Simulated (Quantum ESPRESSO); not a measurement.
A self-consistent single point of Cu2Se (F-43m, 3 atoms in the cell) with Quantum ESPRESSO.

Level of theory: LDA (PZ)+U, PSlibrary PAW (LDA) pseudopotentials (plane waves; Quantum ESPRESSO 7.5).

```
CELL_PARAMETERS angstrom
      0.00000     2.86479     2.86479
      2.86479     0.00000     2.86479
      2.86479     2.86479     0.00000
ATOMIC_POSITIONS crystal
  Cu 0.50000 0.50000 0.50000
  Cu 0.25000 0.25000 0.25000
  Se 0.00000 0.00000 0.00000
```

Reference input (self-consistent single point, DFT, LDA (PZ), plane waves, PSlibrary PAW (LDA) pseudopotentials): ecutwfc = 55 Ry; ecutrho = 330 Ry; occupations = smearing; smearing = methfessel-paxton; degauss = 0.0147 Ry; potentials = {Cu: Cu.pz-dn-kjpaw_psl.1.0.0.UPF, Se: Se.pz-n-kjpaw_psl.1.0.0.UPF}; K_POINTS = automatic 8 8 8 0 0 0; conv_thr = 1e-10 Ry; mixing_beta = 0.4. This run's input differs from it in these lines:

```diff
@@ -35,2 +35,4 @@
    2.8647880000     2.8647880000     0.0000000000
+HUBBARD {ortho-atomic}
+U Cu-3d 4
```

Output, abridged:

```
     Self-consistent Calculation

     iteration #  1     ecut=    55.00 Ry     beta= 0.40

     =================== HUBBARD OCCUPATIONS ===================
     ------------------------ ATOM    1 ------------------------
     Tr[ns(  1)] =   9.87722
     eigenvalues:
       0.986  0.986  0.986  0.991  0.991
     ------------------------ ATOM    2 ------------------------
     Tr[ns(  2)] =   9.75139
     eigenvalues:
       0.966  0.966  0.966  0.989  0.989

     Number of occupied Hubbard levels =   19.6286

     Threshold (ethr) on eigenvalues was too large:
     Diagonalizing with lowered threshold

   [... lines left out ...]

     iteration #  2     ecut=    55.00 Ry     beta= 0.40

     total energy              =    -598.77412413 Ry
     estimated scf accuracy    <       0.01110989 Ry

     iteration #  3     ecut=    55.00 Ry     beta= 0.40

     total energy              =    -598.77527599 Ry
     estimated scf accuracy    <       0.00161655 Ry

   [... 5 blocks of this kind left out ...]

     iteration #  9     ecut=    55.00 Ry     beta= 0.40

     total energy              =    -598.77542051 Ry
     estimated scf accuracy    <          3.2E-10 Ry

     iteration # 10     ecut=    55.00 Ry     beta= 0.40
     End of self-consistent calculation

     =================== HUBBARD OCCUPATIONS ===================
     ------------------------ ATOM    1 ------------------------
     Tr[ns(  1)] =   9.83820
     eigenvalues:
       0.981  0.981  0.981  0.988  0.988
     ------------------------ ATOM    2 ------------------------
     Tr[ns(  2)] =   9.74071
     eigenvalues:
       0.965  0.965  0.965  0.988  0.988

     Number of occupied Hubbard levels =   19.5789

     the Fermi energy is     9.1982 ev

!    total energy              =    -598.77542051 Ry
     estimated scf accuracy    <          6.6E-11 Ry
     smearing contrib. (-TS)   =       0.00012956 Ry
     internal energy E=F+TS    =    -598.77555007 Ry

     Hubbard energy            =       0.06031084 Ry

     convergence has been achieved in  10 iterations

   [... lines left out ...]
   [... zero for the other atoms too ...]

     Total force =     0.000000     Total SCF correction =     0.000000

          total   stress  (Ry/bohr**3)                   (kbar)     P=      -39.74
  -0.00027014   0.00000000   0.00000000          -39.74        0.00        0.00
   0.00000000  -0.00027014   0.00000000            0.00      -39.74        0.00
   0.00000000   0.00000000  -0.00027014            0.00        0.00      -39.74

   JOB DONE.
```

The run converged in 10 iterations. Against the reference run the pressure goes from -5.65 to -3.97 GPa.

The starting cell comes from a database of computed structures (which also holds hypothetical and non-ambient phases and stackings), without a prior relaxation at this level. Its lattice was rescaled by a random factor within 2.5 % of one. Spin polarisation is off. The U value is a test value, and with U on an open shell several self-consistent states can exist. With a pressure of about -4 GPa the cell is away from its equilibrium volume at this level. The run gives no clean gap (levels at the Fermi energy touch, overlap or are partly filled at this smearing), which alone does not show that the compound is a metal.
